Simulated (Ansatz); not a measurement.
# Ta in the bcc (W type) structure (space group Im-3m, No. 229)

Space group Im-3m (No. 229); a = b = c = 3.320 Å, α = β = γ = 90.00°

```json
[
 {"atom": "Ta", "site": "2a", "symmetry": "m-3m", "x": "0.0000", "y": "0.0000", "z": "0.0000"}
]
```
(The calculation used a cell of 1 atom; values per cell refer to that cell.)

Method: PBE (Ansatz, a first-principles code), without spin-orbit coupling. Γ-centred 20×20×20 mesh, Fermi–Dirac width 0.05 eV.

- Volume per atom: 18.29 Å³
- Density: 16.43 g/cm³
- Band gap: zero
- Total energy: -9932.251 eV/atom (σ→0; compares only within this code and set-up)

No phonon test of stability was made. The final runs are not spin-polarised.
